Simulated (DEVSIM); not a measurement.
Device: CdS/CdTe n-p heterojunction, at 300 K.

```csv
layer (left to right),material,thickness (μm),Nd (cm⁻³),Na (cm⁻³),τn (s),τp (s)
1,CdS,0.500,2.2e16,-,2.2e-9,2.2e-9
2,CdTe,0.410,-,6.3e16,2.2e-9,2.2e-9
```

Left contact: ohmic. Right contact: ohmic. Voltage is applied to the left contact. Recombination: SRH at mid-gap, Auger. Mobility is μmin + (μ − μmin)/(1 + (N/Nref)^α).

Constants are typed, rounded textbook-type inputs, not results; the design itself was drawn at random and stands for no fabricated device. Values at 300 K.

| parameter | CdS | CdTe |
|---|---|---|
| gap (eV) | 2.4 | 1.5 |
| affinity (eV) | 4.3 | 4.28 |
| permittivity | 9 | 10.2 |
| Nc (cm⁻³) | 2.2e18 | 8e17 |
| Nv (cm⁻³) | 1.8e19 | 1.8e19 |
| μn (cm²/Vs) | 300 | 1000 |
| μp (cm²/Vs) | 25 | 80 |
| μn,min | 30 | 100 |
| μp,min | 3 | 10 |
| Nref,n | 1e17 | 1e17 |
| Nref,p | 1e17 | 1e17 |
| αn | 0.6 | 0.6 |
| αp | 0.6 | 0.6 |
| Cn (cm⁶/s) | 1e-30 | 1e-30 |
| Cp (cm⁶/s) | 1e-30 | 1e-30 |

Simulated with DEVSIM: 1D drift-diffusion, Boltzmann statistics, complete ionisation; no tunnelling, impact ionisation, image-force lowering or self-heating. Band offsets follow the typed affinities; no thermionic-emission limit at abrupt steps, no polarisation charge.

Question: Give the dark forward current.

Answer: 
(V (V), J (A/cm²)): (-0.20, -1.9e-14); (-0.30, -4.6e-13); (-0.40, -1.3e-11); (-0.50, -4.1e-10); (-0.55, -2.5e-9); (-0.65, -1.0e-7); (-0.75, -4.3e-6); (-0.85, -0.00020); (-0.95, -0.0091); (-1.05, -0.42); (-1.10, -2.8); (-1.20, -100); (-1.30, -800); (-1.40, -2000)
